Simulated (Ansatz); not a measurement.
Take MgO in the rock salt structure (space group Fm-3m, No. 225) as the base.

```xyz
2
Lattice="0.0000 2.1071 2.1071 2.1071 0.0000 2.1071 2.1071 2.1071 0.0000" Properties=species:S:1:pos:R:3 pbc="T T T"
O      0.0000     0.0000     0.0000
Mg     2.1071     2.1071     2.1071
```

Calculations: PBEsol (Ansatz, a program for electronic structure), no spin-orbit coupling.

Base values:

The gap character is direct at Γ. The hole mass is 0.38, 2.1, 2.1 mₑ (at Γ).

The change: every Mg is replaced by Ca, then cell and atoms are relaxed.

Tabulated Pauling electronegativity and covalent radius: Mg 1.31, 1.41 Å; Ca 1.00, 1.76 Å.

**Question.** How does this affect the gap character?

**Answer.** The gap character goes from direct at Γ to indirect, Γ → X.

**Question.** Estimate the effect on the hole mass.

**Answer.** The hole mass (degenerate bands, along [100]) changes from 0.38, 2.1, 2.1 mₑ (at Γ) to 0.34, 2.8, 2.8 mₑ (at Γ).

Effective masses come from finite differences of ±0.01 Å⁻¹. Stability against distortions was not tested.
